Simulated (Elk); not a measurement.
Input and output of a self-consistent single point for Al₃Cu (P4/mmm, 4 atoms in the cell) (Elk).

Level of theory: LDA (PW92), all-electron FP-LAPW, Elk's shipped species files, APW+lo basis with extra local orbitals run with Elk.

The change in words: lattice scaled by 0.98. Reference geometry:
```
Al3Cu
1.0
    2.79897     0.00000     0.00000
    0.00000     2.79897     0.00000
    0.00000     0.00000     7.56900
Al Cu
3 1
Direct
  0.00000   0.00000   0.50000
  0.50000   0.50000   0.22612
  0.50000   0.50000   0.77388
  0.00000   0.00000   0.00000
```

Reference input (self-consistent single point, DFT, LDA (PW92), all-electron FP-LAPW, Elk's shipped species files, APW+lo basis with extra local orbitals): xctype = 3; rgkmax = 8; stype = 3; swidth = 0.00367493 Ha; ngridk = 15 15 6; gmaxvr = 16 1/bohr; nxlo = 2; lorbcnd = true; lmaxi = 2. This run's input differs from it in these lines:

```diff
@@ -28,5 +28,5 @@
 avec
-    5.2892867310    0.0000000000    0.0000000000
-    0.0000000000    5.2892867310    0.0000000000
-    0.0000000000    0.0000000000   14.3033351476
+    5.1835017523    0.0000000000    0.0000000000
+    0.0000000000    5.1835017523    0.0000000000
+    0.0000000000    0.0000000000   14.0172684068
```

Log, with long lists cut:

```
│ Self-consistent loop started │
│ Loop number : 1 │
 total energy                :     -2336.99363603
│ Loop number : 2 │
 total energy                :     -2343.86568892
RMS change in Kohn-Sham potential (target) :   0.7273571649     (  0.1000000000E-05)
Absolute change in total energy (target)   :    6.872052889     (  0.1000000000E-03)
│ Loop number : 3 │
 total energy                :     -2361.43855793
RMS change in Kohn-Sham potential (target) :   0.3678468577     (  0.1000000000E-05)
Absolute change in total energy (target)   :    19.29088223     (  0.1000000000E-03)
│ Loop number : 4 │
   [... lines left out ...]
Absolute change in total energy (target)   :   0.6711788560E-03 (  0.1000000000E-03)
│ Loop number : 17 │
 total energy                :     -2378.25821064
RMS change in Kohn-Sham potential (target) :   0.1238988747E-05 (  0.1000000000E-05)
Absolute change in total energy (target)   :   0.4081395855E-04 (  0.1000000000E-03)
│ Loop number : 18 │
 total energy                :     -2378.25816704
RMS change in Kohn-Sham potential (target) :   0.4628028613E-06 (  0.1000000000E-05)
Absolute change in total energy (target)   :   0.3339453724E-04 (  0.1000000000E-03)
Convergence targets achieved

│ Loop number : 19 │

Energies :
 Fermi                       :     0.301496502639
 total energy                :     -2378.25814008

Density of states at Fermi energy :    34.50359198
 (states/Hartree/unit cell)

Estimated indirect band gap :   0.4350309735E-03
 from k-point     35 to k-point    135
Estimated direct band gap   :   0.9313865331E-02
 at k-point    140

Charges :
 core                        :    24.00000000
 valence                     :    44.00000000
 interstitial                :    5.626069226
 muffin-tins (core leakage)
  species :    1 (Al)
   atom    1                 :    11.29489506     (  0.5040905632E-03)
   atom    2                 :    11.31350808     (  0.5055731276E-03)
   atom    3                 :    11.31350808     (  0.5055731276E-03)
  species :    2 (Cu)
   atom    1                 :    28.45201956     (  0.1675980538E-03)
 total in muffin-tins        :    62.37393077
 total calculated charge     :    67.96415991
 total charge                :    68.00000000
 error                       :   0.3584008622E-01

│ Self-consistent loop stopped │
```

The run converged in 19 iterations. The count includes the last loop, which Elk runs after its targets are met. Against the reference run the free energy falls by 7.0 meV/atom.

The starting cell comes from a database of computed structures (which also holds hypothetical and non-ambient phases and stackings), without a prior relaxation at this level. Its lattice was rescaled by a random factor within 2.5 % of one. For this run, on top of that: lattice scaled by 0.98. Spin polarisation is off. Values depend on the basis (sphere radii, cutoffs, local orbitals), which need not be converged. The log's line on a gap gives a spacing of levels on this mesh, which the program prints for metals too.

Cost on one core of a shared machine: roughly 4 min.
